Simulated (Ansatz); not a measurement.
# hcp Mg (1 1 0) on tetragonal ZrO2 (1 1 0) (film strained to the substrate, started from cuts of the bulks and a machine-learned relaxation; slabs Zr12O20 and Mg12, which can lie off the formulas)

A periodic stack without vacuum, hcp Mg (1 1 0) on tetragonal ZrO2 (1 1 0) (film strained to the substrate, started from cuts of the bulks and a machine-learned relaxation; slabs Zr12O20 and Mg12, which can lie off the formulas): substrate slab Zr12O20, film Mg12, surface cells [[0, -1], [1, 0]] and [[1, 0], [0, 1]], film strained by -4.7 and -1.1 %, outermost planes Zr/Zr and Mg/Mg as cut, which need not be the usual terminations and can put a slab off its formula.

The start was prepared with a machine-learned potential, and the result is one local minimum, with the in-plane cell held and forces under 0.04 eV/Å; the film can end far from its bulk form.

Calculation: PBE (plane waves to 420 eV, PAW; Ansatz, a program for electronic structure). No spin–orbit coupling; the runs are not spin-polarised; PBE gaps are too small against experiment. Its k-point mesh 5×5×1, Fermi–Dirac width 0.05 eV.

| Item | Result |
|---|---|
| interface area | 27.1 Å² |
| period | 24.86 Å |
| heights between the nearest atoms of the two slabs at the two interfaces | 2.15 and 2.00 Å |
| Mg–Zr contacts across the interfaces within 1.22 times the sum of covalent radii | 20, mean 3.40 Å |

```
CELL_PARAMETERS angstrom
      5.12084    -0.00010    -0.04357
     -0.00027     5.28261    -0.05784
     -2.36021    -2.48574    24.91099
ATOMIC_POSITIONS crystal
  Zr 0.30358 0.59858 0.03982
  Zr 0.75999 0.09801 0.03978
  Zr 0.85366 0.64790 0.13280
  Zr 0.30368 0.14856 0.13266
  O  0.04954 0.86917 0.08357
  O  0.05750 0.36901 0.08316
  O  0.55748 0.87924 0.09536
  O  0.56193 0.37906 0.09468
  Zr 0.36745 0.62686 0.23700
  Zr 0.89497 0.12670 0.23698
  O  0.67624 0.77848 0.20366
  O  0.55336 0.27870 0.20328
  O  0.14285 0.90044 0.18547
  O  0.06795 0.40034 0.18543
  Zr 0.94714 0.73959 0.34019
  Zr 0.41914 0.23997 0.34037
  O  0.18904 0.90691 0.28918
  O  0.12614 0.40682 0.28922
  O  0.72459 0.05367 0.30695
  O  0.60801 0.55308 0.30692
  Zr 0.47448 0.74136 0.44438
  Zr 0.99474 0.23987 0.44399
  O  0.77084 0.88992 0.40857
  O  0.66121 0.39137 0.40932
  O  0.23733 0.02272 0.39346
  O  0.18090 0.52309 0.39372
  Zr 0.03464 0.83797 0.54422
  Zr 0.52609 0.33428 0.54398
  O  0.29239 0.01812 0.49892
  O  0.22037 0.51836 0.49969
  O  0.80730 0.12108 0.50832
  O  0.71364 0.62503 0.51060
  Mg 0.56909 0.93192 0.63059
  Mg 0.07979 0.33481 0.63097
  Mg 0.61047 0.47807 0.69351
  Mg 0.10428 0.85494 0.69336
  Mg 0.64119 0.01424 0.76121
  Mg 0.14288 0.38984 0.76125
  Mg 0.67593 0.54623 0.82818
  Mg 0.17520 0.92847 0.82821
  Mg 0.71078 0.07690 0.89681
  Mg 0.20929 0.46961 0.89679
  Mg 0.73991 0.59444 0.95917
  Mg 0.24253 0.01831 0.95922
```
